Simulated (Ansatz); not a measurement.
Start from ZnS in the zinc blende structure (space group F-43m, No. 216).

```xyz
2
Lattice="0.0000 2.7217 2.7217 2.7217 0.0000 2.7217 2.7217 2.7217 0.0000" Properties=species:S:1:pos:R:3 pbc="T T T"
S      4.0826     4.0826     4.0826
Zn     0.0000     0.0000     0.0000
```

Method: Kohn–Sham DFT with the PBE functional, run in Ansatz (a quantum-chemistry and plane-wave program) with PAW and 420 eV plane waves, spin-orbit coupling left out.

Its conduction minimum is a single valley at Γ with mass 0.17 mₑ.

The change: electron doping at 7.0×10^21 cm⁻³ (0.282 per cell), with a uniform compensating background at fixed cell and a 300 K Fermi–Dirac width.

### Question
Where would a parabolic band put the Fermi level, and where does the calculation put it?

### Answer
k_F = (3π²n)^(1/3) = 0.592 Å⁻¹, so ħ²k_F²/2m = 8.0 eV above the band edge at zero temperature. The calculation gives 1.75 eV (to 0.05 eV): the band is strongly non-parabolic or higher valleys fill at this density.

Charged cell with a jellium background: band edges are those of the host's band count, energies are not comparable with the neutral cell, and many-body gap narrowing is missing. The levels and masses belong to the bands next to the band gap. Masses are band curvatures over ±0.01 Å⁻¹ around the edge. Whether these cells are dynamically stable was not tested.
